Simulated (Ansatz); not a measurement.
Worked example: relaxation of the atoms of Mg2Pd (I4mm, 3 atoms in the cell) in Ansatz (an electronic-structure program).

Level of theory: LDA (PW92), default PAW files made with PBE (plane waves; Ansatz).

The change in words: one atom moved by 0.15 angstrom; relax: default → atoms; relax.f_tol: default → 0.2 eV/Å. Reference geometry:
```yaml
crystal:
  lattice:
    - [-1.62813, 1.62813, 5.06532]
    - [1.62813, -1.62813, 5.06532]
    - [1.62813, 1.62813, -5.06532]
  atoms:
    - { symbol: Mg, position: [0.64722, 0.64722, 0.00000] }
    - { symbol: Mg, position: [0.35278, 0.35278, 0.00000] }
    - { symbol: Pd, position: [0.00000, 0.00000, 0.00000] }
```

Reference input (self-consistent single point, DFT, LDA (PW92), plane waves, default PAW files made with PBE): basis.ecutwfc = 420 eV; kpoints.mp_grid.grid = 14 14 14; hamiltonian.xc = lda; hamiltonian.pseudopotentials = {kind: paw} (the program's default PAW files); scf.occupations.method = fermi_dirac; scf.occupations.width = 0.1 eV. This run's input differs from it in these lines:

```diff
@@ -7,3 +7,3 @@
   atoms:
-    - { symbol: Mg, position: [0.647220, 0.647220, 0.000000] }
+    - { symbol: Mg, position: [0.662027, 0.662027, 0.000000] }
     - { symbol: Mg, position: [0.352780, 0.352780, 0.000000] }
@@ -23,2 +23,4 @@
     width: 0.1
+relax:
+  f_tol: 0.2
 output:
```

The program printed (abridged):

```
   [... SCF lines of the steps left out ...]
relax step   1: F+E_penalty+E_count = -10649.24222091 eV  Δ(F+E_penalty+E_count) = +0.000e0 eV  max|allowed force component| = 8.814e-1 eV/Å  Δτ_max = 0.0000 Å  (6 SCF iters, dr2 threshold 1.00e-4 eV, accepted)
relax step   2: F+E_penalty+E_count = -10649.30086707 eV  Δ(F+E_penalty+E_count) = -5.865e-2 eV  max|allowed force component| = 5.831e-1 eV/Å  Δτ_max = 0.1969 Å  (6 SCF iters, dr2 threshold 4.86e-5 eV, accepted)
relax step   3: F+E_penalty+E_count = -10649.33733421 eV  Δ(F+E_penalty+E_count) = -3.647e-2 eV  max|allowed force component| = 7.522e-2 eV/Å  Δτ_max = 0.0624 Å  (7 SCF iters, accepted)
the relaxation is at rest under the 8 symmetry operations that the run kept from its start: a minimum is not shown …
Free energy (F): -10649.337334 eV
Internal energy: -10649.301027 eV  (E = F + TS)
E sigma→0 (E₀):  -10649.319181 eV
Entropy (-TS):   -0.036307 eV (-12.102 meV/atom)
Fermi energy:    10.171316 eV
--- Forces (eV/Å), atoms counted from 1 ---
  atom   1  Mg     0.00000000     0.00000000     0.02102280
  atom   2  Mg    -0.00000000     0.00000000    -0.07522252
  atom   3  Pd    -0.00000000     0.00000000     0.05420674
--- Stress (GPa, compression-positive) ---
       -4.125010       0.000000      -0.000000
        0.000000      -4.125010       0.000000
   [... lines left out ...]
  F+E_penalty+E_count = -10649.33733421 eV   max|allowed force component| = 7.522e-2 eV/Å
  atoms:
    - { symbol: Mg, position: [0.6487496319359497, 0.6487496319359497, -2.9375668505560908e-33] }
    - { symbol: Mg, position: [0.36225174661215653, 0.36225174661215653, -3.3515863395606414e-34] }
    - { symbol: Pd, position: [0.0038056214518937042, 0.0038056214518937042, 3.272725484512155e-33] }
```

The run converged. 

Summary of the result:
- Free energy E − TS (on the zero of these files): -10649.3373 eV
- Fermi level (on the code's own zero): 10.17 eV
- Pressure: -3.71 GPa
- Largest force (vector length): 0.075 eV/Å
- Relaxation steps: 3

The starting cell comes from a database of computed structures (which also holds hypothetical and non-ambient phases and stackings), without a prior relaxation at this level. Its lattice was rescaled by up to half a per cent. For this run, on top of that: one atom moved by 0.15 angstrom. Spin polarisation is off. The relaxation keeps the symmetry of its start, so its end need not be a minimum. Ansatz's pressure includes its estimate of the finite-basis (Pulay) stress.

Cost on one core of a shared machine: roughly 60 s.

Keys are those of Ansatz 0.2.
